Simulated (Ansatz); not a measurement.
For In (model structure, Fd-3m, No. 227, 2 atoms in the cell), PBE in Ansatz (plane waves, PAW) gives:

```
Quantity                  Result
------------------  ------------
lattice constant a       6.734 Å
cohesive energy     1.97 eV/atom
```

Task: What does r²SCAN (plane waves, PAW; Ansatz, an electronic-structure program) give for the same quantities?

Result: 
- lattice constant a: 6.616 Å (decreases by 1.8 %)
- cohesive energy: 2.11 eV/atom (grows by 0.14 eV/atom)

Changes are worked out from the printed values.

Unless a cell is named, each level is at its own relaxed cell (PBE 38.17, r²SCAN 36.21 Å³/atom).

Levels without +SOC leave out spin–orbit coupling, which shifts energies and cells of such heavy elements.

Ansatz's density-functional and Hartree–Fock values are scalar-relativistic unless marked +SOC, with PAW data made under PBE.

A model structure was made by putting elements into a prototype or built by hand; it is no filed structure, need not be a known phase, and can be a saddle point held by its symmetry.
